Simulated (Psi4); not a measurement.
Psi4 1.11, PBE/def2-tzvp: In(H)2(Et) (C[CH2][InH2]), 10 atoms. The geometry is a generated start, not checked to be a minimum at this level.

```
Item                                                  Value
--------------------------  -------------------------------
task                                                 energy
method                                                  pbe
basis                                             def2-tzvp
memory                                                 3 GB
maxiter                                                 100
keys of the molecule block                      symmetry c1
scf_type                                       df (default)
e_convergence                               1e-06 (default)
d_convergence                               1e-06 (default)
dft_radial_points                              75 (default)
dft_spherical_points                          302 (default)
effective core potentials   those of the basis set, past Kr
basis functions                                         154
grid points                                          216648
```

```xyz
10

In    -0.9497     1.2701     0.8268
H     -1.4690     1.8402     2.4031
H     -1.6913     2.1855    -0.4643
C      0.4726    -0.4310     0.4749
C      0.5011    -0.7960    -1.0035
H      0.1484    -1.2737     1.0893
H      1.4648    -0.1284     0.8212
H      0.8153     0.0566    -1.6102
H     -0.4887    -1.1048    -1.3470
H      1.1963    -1.6185    -1.1904
```

With the defaults (diis = true, scf_initial_accelerator = adiis, damping_percentage = 0, diis_max_vecs = 10, soscf = false, soscf_start_convergence = 0.01, level_shift = 0, level_shift_cutoff = 0.01, guess = auto, which took SAD) it converges in 10 SCF iterations. One run each on 2 threads, with these changes:
- guess = gwh
- level_shift = 0.1, level_shift_cutoff = 0.001
- diis_max_vecs = 3
- soscf = true
- guess = sapgau
- diis = false, scf_initial_accelerator = none, damping_percentage = 60
- level_shift = 0.5, level_shift_cutoff = 0.001
- soscf = true, soscf_start_convergence = 0.1
- diis_max_vecs = 6

Question: Name the settings that don't reach the solution of the defaults.

Answer: No convergence: diis = false, scf_initial_accelerator = none, damping_percentage = 60 (the run ends without SCF convergence in 100 iterations). The rest reach the solution of the defaults.

```json
[
 {"setting": "soscf = true", "SCF iterations": "7", "JK calls": "23", "end": "same solution"},
 {"setting": "soscf = true, soscf_start_convergence = 0.1", "SCF iterations": "8", "JK calls": "34", "end": "same solution"},
 {"setting": "level_shift = 0.5, level_shift_cutoff = 0.001", "SCF iterations": "9", "JK calls": "10", "end": "same solution"},
 {"setting": "level_shift = 0.1, level_shift_cutoff = 0.001", "SCF iterations": "9", "JK calls": "10", "end": "same solution"},
 {"setting": "the defaults", "SCF iterations": "10", "JK calls": "11", "end": "same solution"},
 {"setting": "diis_max_vecs = 6", "SCF iterations": "11", "JK calls": "12", "end": "same solution"},
 {"setting": "guess = gwh", "SCF iterations": "16", "JK calls": "16", "end": "same solution"},
 {"setting": "diis_max_vecs = 3", "SCF iterations": "17", "JK calls": "18", "end": "same solution"},
 {"setting": "guess = sapgau", "SCF iterations": "19", "JK calls": "19", "end": "same solution"},
 {"setting": "diis = false, scf_initial_accelerator = none, damping_percentage = 60", "SCF iterations": "100", "JK calls": "101", "end": "no convergence"}
]
```

An SOSCF iteration holds several JK calls; a Hückel guess adds calls on atoms. 1 further run of the study ended by our limits or in an error and is left out.
